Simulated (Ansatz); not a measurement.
**CuAu: uniaxial strain ε_xx = +0.50 %**

The reference is CuAu (space group P4/mmm, No. 123; a = 2.813 Å, c = 3.593 Å; relaxed with 0.1 eV smearing). Axes: x, y, z lie along a, b, c of the conventional cell.

Perturbation: uniaxial strain ε_xx = +0.50 %, all other strain components held at zero; the atoms relax in the strained cell.

The values are results of PBEsol (Ansatz, a quantum-chemistry and plane-wave program, PAW, no spin-orbit coupling), not measurements. k-mesh 20×20×16 (Γ-centred); smearing 0.1 eV (Fermi–Dirac).

```csv
quantity,base,changed,shift
volume per atom,14.21 Å³,14.29 Å³,+0.071 Å³
shortest interatomic distance,268.0 pm,268.4 pm,+0.4 pm
energy relative to the base (free energy F),0 meV/atom,+0.2 meV/atom,+0.2 meV/atom
"pressure (mean of the normal stresses, compression positive)",0.0 GPa,-0.8 GPa,-0.8 GPa
band gap,zero,zero,–
"stress (xx, yy, zz, yz, xz, xy; compression positive)",–,"(-1.0, -0.7, -0.8, 0.0, 0.0, 0.0) GPa",–
```

Cost of the whole job for the changed cell (relaxation, final SCF and bands): roughly 70 core-seconds.

Whether these cells are dynamically stable was not tested. The final runs are not spin-polarised.
